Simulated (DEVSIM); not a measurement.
Structure: Si n-i-p diode, at 350 K.

```tsv
layer (left to right)	material	thickness (μm)	Nd (cm⁻³)	Na (cm⁻³)	τn (s)	τp (s)
1	Si	1.00	1.5e17	-	2.3e-6	2.3e-6
2	Si	0.300	-	3.5e11	2.3e-6	2.3e-6
3	Si	1.60	-	3.1e17	2.3e-6	2.3e-6
```

Left contact: ohmic. Right contact: ohmic. Voltage is applied to the left contact. Recombination: SRH at mid-gap, radiative, Auger. Mobility is μmin + (μ − μmin)/(1 + (N/Nref)^α).

Constants are typed, rounded textbook-type inputs, not results; the design itself was drawn at random and stands for no fabricated device. Values at 300 K; Nc and Nv go as T^1.5, mobilities as T to minus their exponent, the gap by Varshni's rule with the affinity fixed.

```
parameter               Si
----------------  --------
gap (eV)             1.124
affinity (eV)         4.05
permittivity          11.7
Nc (cm⁻³)          2.86e19
Nv (cm⁻³)           3.1e19
μn (cm²/Vs)           1417
μp (cm²/Vs)            470
μn,min                  52
μp,min                  45
Nref,n              9.7e16
Nref,p              2.2e17
αn                    0.68
αp                    0.72
T exponent of μn       2.3
T exponent of μp       2.2
B (cm³/s)          4.7e-15
Cn (cm⁶/s)         2.8e-31
Cp (cm⁶/s)         9.9e-32
Varshni α (eV/K)  0.000473
Varshni β (K)          636
```

Simulated with DEVSIM: 1D drift-diffusion, Boltzmann statistics, complete ionisation; no tunnelling, impact ionisation, image-force lowering or self-heating.

The doping Na of layer 3 was swept, all else fixed.

```tsv
doping Na of layer 3 (cm^-3)	dark forward voltage at 100 A/cm² (V)	potential step across the device at zero bias (V)	dark forward voltage at 1 A/cm² (V)
9.3e15	0.592	0.694	0.444
3.1e16	0.628	0.730	0.484
9.3e16	0.660	0.763	0.518
3.1e17	…	0.800	…
9.3e17	0.695	0.833	0.554
3.1e18	0.697	0.869	0.556
9.3e18	0.698	0.902	0.556
```

**Question.** What belongs in the gaps?

**Answer.** 
- 3.1e17, dark forward voltage at 100 A/cm² (V): 0.686
- 3.1e17, dark forward voltage at 1 A/cm² (V): 0.544
